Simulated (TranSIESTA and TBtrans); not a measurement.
# Ag chain with one S atom inserted

Device: Ag chain with one S atom inserted. Leads: straight Ag chain, spacing 2.517 Å. Geometry: 3 atoms about the centre moved by SIESTA (PBE, DZP) to a largest force of 0.03 eV/Å, all others as built, motion along the axis alone.

TranSIESTA and TBtrans, PBE, DZP numerical orbitals (energy shift 0.15 eV), PseudoDojo norm-conserving scalar-relativistic potentials, mesh cutoff 200 Ry, 300 K, no spin polarisation, no spin-orbit coupling; self-consistent non-equilibrium Green functions.

```
Property                           Result
---------------------------------  ------
Conductance at 300 K (G0 = 2e²/h)    0.35
Mean T from −0.5 to 0.5 eV           0.34
```

Energies count from the leads' Fermi level. Transmissions are for one spin of a degenerate pair. The energy step is 0.01 eV; narrower resonances are cut or missed.

```tsv
E (eV)	T	lead channels
-2.00	0.76	3
-1.90	0.69	3
-1.80	0.60	3
-1.70	0.47	3
-1.60	0.33	3
-1.50	0.20	3
-1.40	0.087	1
-1.30	0.023	1
-1.20	0.29	1
-1.10	0.95	1
-1.00	0.47	1
-0.90	0.32	1
-0.80	0.27	1
-0.70	0.27	1
-0.60	0.29	1
-0.50	0.31	1
-0.40	0.33	1
-0.30	0.35	1
-0.20	0.36	1
-0.10	0.36	1
0.00	0.35	1
0.10	0.35	1
0.20	0.34	1
0.30	0.33	1
0.40	0.32	1
0.50	0.31	1
0.60	0.30	1
0.70	0.29	1
0.80	0.29	1
0.90	0.28	1
1.00	0.28	1
1.10	0.27	1
1.20	0.27	1
1.30	0.27	1
1.40	0.26	1
1.50	0.26	1
1.60	0.26	1
1.70	0.26	1
1.80	0.25	1
1.90	0.25	1
2.00	0.25	1
```

The straight chain is held at its spacing; free chains may zigzag or dimerise. No spin-polarised start was tried, so a magnetic state, if there is one, is missed.
